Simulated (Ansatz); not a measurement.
Ga2O3: response to strain

Base system: Ga2O3 in the corundum structure (space group R-3c, No. 167; a = 5.0003 Å, c = 13.4487 Å (hexagonal axes)). Axes: x lies along a and z along c of the hexagonal cell.

Strains are applied to the cell and any free atomic positions relax; under biaxial strain the out-of-plane vector relaxes too.

Computed with DFT with PBEsol, PAW potentials and a 420 eV plane-wave cutoff in Ansatz (a first-principles code), no spin-orbit coupling.

For the base:

| Item | Result |
|---|---|
| Band gap | 2.70 eV |

**Question.** The aim is a band gap between 2.21 eV and 2.45 eV. Which of these changes reaches it?
(A) strain tensor (xx, yy, zz, yz, xz, xy) = (−0.66, −1.74, +1.31, −0.20, −0.51, −0.26) %
(B) biaxial strain +2.06 %, plane normal [001], relaxed out of plane
(C) tensor shear ε_xy = +1.86 %

**Answer.** B, biaxial strain +2.06 %, plane normal [001], relaxed out of plane. It gives 2.33 eV; tensor shear ε_xy = +1.86 % gives 2.67 eV; strain tensor (xx, yy, zz, yz, xz, xy) = (−0.66, −1.74, +1.31, −0.20, −0.51, −0.26) % gives 2.82 eV. Changes not listed may reach it too

Whether these cells are dynamically stable was not tested.
